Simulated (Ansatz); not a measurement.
Density of states of BAs (F-43m) above the conduction band minimum, PBE with spin-orbit coupling, rigid bands (Ansatz, a quantum-chemistry and plane-wave program); cell volume 27.1 Å³.

(energy from edge (eV), 10⁻³ states/eV/cell): (0.006, 20.3); (0.031, 45.5); (0.056, 61.9); (0.081, 75.5); (0.106, 88.2); (0.131, 100); (0.156, 112); (0.181, 124); (0.206, 137); (0.231, 151); (0.256, 170); (0.281, 191); (0.319, 214); (0.344, 228); (0.369, 241); (0.394, 253); (0.419, 265); (0.444, 276); (0.469, 286); (0.494, 297); (0.519, 308); (0.544, 319); (0.569, 328); (0.594, 338)

Task: What effective density of states at 300 K does this give (∫ g(E) exp(−E/k_BT) dE, both spins, divided by the cell's size)?

Result: 3.6e19 cm⁻³, a density-of-states mass of 1.27 mₑ, valleys and band degeneracy included.

Geometry: cell and atoms relaxed with PBEsol.
